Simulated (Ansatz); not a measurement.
# Sr2O (model structure, started from the Ca2N type, R-3m, No. 166, 3 atoms in the cell): properties by level of theory

```tsv
level (code)	lattice constant a (Å)	c axis length (Å)	bulk modulus (GPa)	cohesive energy (eV/atom)
LDA (Ansatz)	(withheld)	19.219	40.0	4.40
PBE (Ansatz)	(withheld)	19.614	33.1	(withheld)
PBEsol (Ansatz)	(withheld)	19.407	35.6	(withheld)
r²SCAN (Ansatz)	3.829	(withheld)	37.5	3.92
```

**Question.** What belongs in the gaps?

**Answer.** 
- LDA (Ansatz, a program for electronic structure), lattice constant a (Å): 3.696
- PBE (Ansatz), lattice constant a (Å): 3.842
- PBE (Ansatz), cohesive energy (eV/atom): 3.74
- PBEsol (Ansatz), lattice constant a (Å): 3.767
- PBEsol (Ansatz), cohesive energy (eV/atom): 4.02
- r²SCAN (Ansatz), c axis length (Å): 19.471

Caveats: the bulk modulus is −V dP/dV from two relaxed cells at ±2 % in volume (LDA, PBE, PBEsol, r²SCAN). Ansatz's density-functional and Hartree–Fock values are scalar-relativistic unless marked +SOC, with PAW data made under PBE.

Free atoms are spin-polarised, in the lowest state found; at levels without +SOC their spin–orbit coupling is left out.

The computed numbers hold no vibrational or temperature effects.

A model structure was made by putting elements into a prototype or built by hand; it is no filed structure, need not be a known phase, and can be a saddle point held by its symmetry.
